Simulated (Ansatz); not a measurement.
The reference is Si in the diamond structure (space group Fd-3m, No. 227; a = 5.4442 Å).

Method: r2SCAN/PAW in Ansatz (a first-principles code), spin-orbit coupling left out.

For the base:

```
Property               Value
-------------------  -------
Lattice parameter a  5.444 Å
```

It is then changed as follows: Sn takes the place of Si on all its sites; the structure is relaxed again.

Task: How does this affect the lattice parameter a?

Result: The lattice parameter a grows by 1.1224 Å (5.444 Å → 6.567 Å).

No phonon test of stability was made.
